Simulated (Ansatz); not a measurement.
Levels about the gap of amorphous Ti$_{20}$O$_{43}$W (64 atoms in a cell of 792 Å³, 3.83 g/cm³; zone centre alone, so wide bands show as single levels with stretches between that a denser mesh fills), at the geometry that PBE relaxed, where it gives 1.9 GPa on a denser mesh. The participation number counts the atoms over which a state spreads; weights are charges in smoothed Voronoi cells. The levels come from a single point, so bond lengths are those of that geometry. Method of the levels: PBE, scalar-relativistic without spin-orbit coupling (Ansatz, a first-principles code). Sampling: the zone centre alone; Fermi-Dirac width 0.02 eV; no spin polarisation.

The cell was made by melting and quenching with the CHGNet potential and then relaxed with DFT. O atoms were pushed apart under 1.9 Å during the dynamics, to hinder bonds among them. The hot cell started wider than the set density and was brought back towards it in steps. It is the lowest in DFT energy of 2 quenches. It is a model cell: composition and starting density were chosen by hand, and all elements were melted together. No dispersion term was used. Its density started from a set value of 3.83 and ended at 3.83 g/cm³. Cooling (nominally 300 K/ps over its main leg) ran many orders faster than in experiment, which tends to leave more defects and strain. Values belong to this one cell and scatter from quench to quench. The volume was held where the preparation left it and the shape relaxed, at a PBE pressure of 1.9 GPa. Stress components on the final sampling reach 2.0 GPa.

```json
[
 {"E - E(highest filled), eV": "-0.30", "filling": "filled", "participation number": "20.8", "largest on": "O, 2 neighbours", "weight O": "0.92", "weight Ti": "0.08", "weight W": "0.00"},
 {"E - E(highest filled), eV": "-0.27", "filling": "filled", "participation number": "23.1", "largest on": "O, 2 neighbours", "weight O": "0.92", "weight Ti": "0.08", "weight W": "0.00"},
 {"E - E(highest filled), eV": "-0.23", "filling": "filled", "participation number": "21.9", "largest on": "O, 3 neighbours", "weight O": "0.94", "weight Ti": "0.06", "weight W": "0.00"},
 {"E - E(highest filled), eV": "-0.18", "filling": "filled", "participation number": "18.4", "largest on": "O, 2 neighbours", "weight O": "0.92", "weight Ti": "0.08", "weight W": "0.00"},
 {"E - E(highest filled), eV": "-0.16", "filling": "filled", "participation number": "14.6", "largest on": "O, 2 neighbours", "weight O": "0.92", "weight Ti": "0.07", "weight W": "0.00"},
 {"E - E(highest filled), eV": "-0.03", "filling": "filled", "participation number": "14.5", "largest on": "O, 3 neighbours", "weight O": "0.92", "weight Ti": "0.08", "weight W": "0.00"},
 {"E - E(highest filled), eV": "0.00", "filling": "filled", "participation number": "16.8", "largest on": "O, 2 neighbours", "weight O": "0.93", "weight Ti": "0.06", "weight W": "0.00"},
 {"E - E(highest filled), eV": "2.64", "filling": "empty", "participation number": "12.7", "largest on": "Ti, 6 neighbours", "weight O": "0.21", "weight Ti": "0.74", "weight W": "0.05"},
 {"E - E(highest filled), eV": "2.71", "filling": "empty", "participation number": "10.6", "largest on": "Ti, 6 neighbours", "weight O": "0.23", "weight Ti": "0.71", "weight W": "0.06"},
 {"E - E(highest filled), eV": "2.80", "filling": "empty", "participation number": "11.5", "largest on": "Ti, 6 neighbours", "weight O": "0.21", "weight Ti": "0.73", "weight W": "0.06"},
 {"E - E(highest filled), eV": "2.85", "filling": "empty", "participation number": "12.1", "largest on": "Ti, 6 neighbours", "weight O": "0.23", "weight Ti": "0.71", "weight W": "0.06"},
 {"E - E(highest filled), eV": "2.93", "filling": "empty", "participation number": "16.4", "largest on": "Ti, 6 neighbours", "weight O": "0.18", "weight Ti": "0.78", "weight W": "0.03"},
 {"E - E(highest filled), eV": "2.93", "filling": "empty", "participation number": "16.3", "largest on": "Ti, 6 neighbours", "weight O": "0.23", "weight Ti": "0.67", "weight W": "0.10"},
 {"E - E(highest filled), eV": "3.06", "filling": "empty", "participation number": "16.9", "largest on": "Ti, 6 neighbours", "weight O": "0.20", "weight Ti": "0.74", "weight W": "0.06"}
]
```

Most localised among these is the empty level at +2.71 eV, on a Ti atom, which has 6 neighbours (O 1.82 Å, O 1.90 Å, O 1.94 Å, O 1.96 Å, O 2.05 Å, O 2.41 Å).
